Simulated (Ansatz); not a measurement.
The starting structures come from a database of crystals and need not be the phases stable at ambient conditions.

By LDA, the system below comes out a metal.

Input:

```
CELL_PARAMETERS angstrom
      3.07005     0.00000     0.00000
      0.00000     4.67843     0.00000
      1.53503     0.00000     2.65874
ATOMIC_POSITIONS crystal
  W  0.33333 0.25367 0.33333
  W  0.66667 0.74633 0.66667
  C  0.00000 0.00000 0.00000
```

Space group of this cell: P-3m1. The cell is taken as given; by LDA its mean pressure is -15.5 GPa.

The current flows along the normal of the first two printed cell vectors, the (100) plane of the conventional cell. No spin-orbit coupling; the value is a mean over 0.1 eV about the Fermi level.

Question: Estimate the ballistic conductance per area that LDA (Ansatz, an electronic-structure program) returns for this system.

Answer: 0.92 × 10¹⁵ S/m² for both spins.
